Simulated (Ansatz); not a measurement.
The starting structures come from a database of crystals and need not be the phases stable at ambient conditions.

 Where the default PAW files enter, the runs use the earlier of Ansatz's two default sets.

Inside the gap of an insulator the Bloch states are evanescent, with a wavenumber k + iκ along the transport direction.

Data:

```yaml
crystal:
  lattice:
    - [3.80832, 0.00000, 0.00000]
    - [-1.90416, 3.29810, 0.00000]
    - [0.00000, 0.00000, 44.93389]
  atoms:
    - { symbol: Zn, position: [0.00000, 0.00000, 0.14290] }
    - { symbol: Zn, position: [0.66667, 0.33333, 0.07150] }
    - { symbol: Zn, position: [0.00000, 0.00000, 0.57140] }
    - { symbol: Zn, position: [0.33333, 0.66667, 0.21430] }
    - { symbol: Zn, position: [0.33333, 0.66667, 0.78570] }
    - { symbol: Zn, position: [0.66667, 0.33333, 0.64290] }
    - { symbol: Zn, position: [0.66667, 0.33333, 0.42870] }
    - { symbol: Zn, position: [0.00000, 0.00000, 0.85720] }
    - { symbol: Zn, position: [0.66667, 0.33333, 0.92860] }
    - { symbol: Zn, position: [0.00000, 0.00000, 0.71440] }
    - { symbol: Zn, position: [0.66667, 0.33333, 0.28570] }
    - { symbol: Zn, position: [0.00000, 0.00000, 0.35720] }
    - { symbol: Zn, position: [0.33333, 0.66667, 0.00000] }
    - { symbol: Zn, position: [0.33333, 0.66667, 0.50000] }
    - { symbol: S, position: [0.33333, 0.66667, 0.55350] }
    - { symbol: S, position: [0.66667, 0.33333, 0.48210] }
    - { symbol: S, position: [0.00000, 0.00000, 0.19640] }
    - { symbol: S, position: [0.66667, 0.33333, 0.33920] }
    - { symbol: S, position: [0.00000, 0.00000, 0.91070] }
    - { symbol: S, position: [0.33333, 0.66667, 0.83930] }
    - { symbol: S, position: [0.00000, 0.00000, 0.76780] }
    - { symbol: S, position: [0.33333, 0.66667, 0.26780] }
    - { symbol: S, position: [0.66667, 0.33333, 0.69650] }
    - { symbol: S, position: [0.00000, 0.00000, 0.41070] }
    - { symbol: S, position: [0.33333, 0.66667, 0.05360] }
    - { symbol: S, position: [0.00000, 0.00000, 0.62490] }
    - { symbol: S, position: [0.66667, 0.33333, 0.98210] }
    - { symbol: S, position: [0.66667, 0.33333, 0.12500] }
```

Space group of this cell: P3m1. The cell is strained (lengths along the current scaled by 1.03, ions clamped); by r2SCAN its mean pressure is -2.0 GPa.

Transport runs along the normal of the first two printed cell vectors, the (001) (indices of the unstrained crystal) plane of the conventional cell.

The gap is the functional's own, uncorrected, and κ follows it; spin-orbit coupling is left out. Mid-gap values are interpolated between the computed energies.

Q: Estimate the band gap and the smallest decay constant κ at mid-gap that r2SCAN (Ansatz, an electronic-structure program) returns for this system.

A: Gap 2.52 eV on a 12×12×1 mesh; κ = 0.164 1/Å, at the zone centre.
